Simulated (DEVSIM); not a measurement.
# Si n-i-p diode

Device: Si n-i-p diode, at 300 K.

```csv
layer (left to right),material,thickness (μm),Nd (cm⁻³),Na (cm⁻³),τn (s),τp (s)
1,Si,1.80,1.3e19,-,6.3e-5,6.3e-5
2,Si,1.20,-,9.6e12,6.3e-5,6.3e-5
3,Si,0.960,-,1.1e18,6.3e-5,6.3e-5
```

Left contact: ohmic. Right contact: ohmic. Voltage is applied to the left contact. Recombination: SRH at mid-gap, Auger. Mobility is constant in doping.

Constants are typed, rounded textbook-type inputs, not results; the design itself was drawn at random and stands for no fabricated device. Values at 300 K.

```tsv
parameter	Si
gap (eV)	1.124
affinity (eV)	4.05
permittivity	11.7
Nc (cm⁻³)	2.86e19
Nv (cm⁻³)	3.1e19
μn (cm²/Vs)	1417
μp (cm²/Vs)	470
Cn (cm⁶/s)	2.8e-31
Cp (cm⁶/s)	9.9e-32
```

Model (solved in DEVSIM): 1D drift-diffusion, Boltzmann statistics, complete ionisation; no tunnelling, impact ionisation, image-force lowering or self-heating.

* **Potential step across the device at zero bias**: 1.017 V
* **Dark forward voltage at 1 A/cm²**: 0.666 V
* **Dark forward voltage at 100 A/cm²**: 0.786 V

Dark reverse current:

```
V (V)  J (A/cm²)
-----  ---------
0.04     1.4e-10
0.10     2.7e-10
0.20     4.1e-10
0.30     5.2e-10
0.40     6.1e-10
0.60     7.6e-10
0.80     8.6e-10
1.00     9.4e-10
1.30      1.0e-9
1.60      1.1e-9
2.00      1.2e-9
```

Small-signal capacitance in reverse bias (quasi-static):

| V (V) | C (nF/cm²) |
|---|---|
| 0.04 | 9.84 |
| 0.1 | 9.72 |
| 0.2 | 9.57 |
| 0.3 | 9.45 |
| 0.4 | 9.36 |
| 0.6 | 9.23 |
| 0.8 | 9.13 |
| 1 | 9.06 |
| 1.3 | 8.98 |
| 1.6 | 8.92 |
| 2 | 8.87 |
